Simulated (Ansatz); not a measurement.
The parent structure is Pb in the fcc (Cu type) structure (space group Fm-3m, No. 225; a = 4.934 Å; relaxed with 0.1 eV smearing). Axes: x, y, z lie along the cube axes.

Computed with PBEsol (Ansatz, an electronic-structure program; PAW; 420 eV plane waves; spin-orbit coupling left out).

Strains are applied to the cell and any free atomic positions relax; under biaxial strain the out-of-plane vector relaxes too.

One change was made to it. Results:

The energy increases by 4.8 meV/atom; the pressure (mean of the normal stresses, compression positive) goes from zero to -0.9 GPa.

Which of these changes matches the shifts?
A. biaxial strain +3.84 %, plane normal [111], relaxed out of plane
B. biaxial strain +1.99 %, plane normal [110], relaxed out of plane
C. tensor shear ε_xy = +3.00 %

B, biaxial strain +1.99 %, plane normal [110], relaxed out of plane. For comparison, the energy relative to the base in the other runs: tensor shear ε_xy = +3.00 % gives +6.8 meV/atom; biaxial strain +3.84 %, plane normal [111], relaxed out of plane gives +17 meV/atom.

A biaxial case was relaxed in a doubled cell and then solved in the primitive one. No phonon test of stability was made.
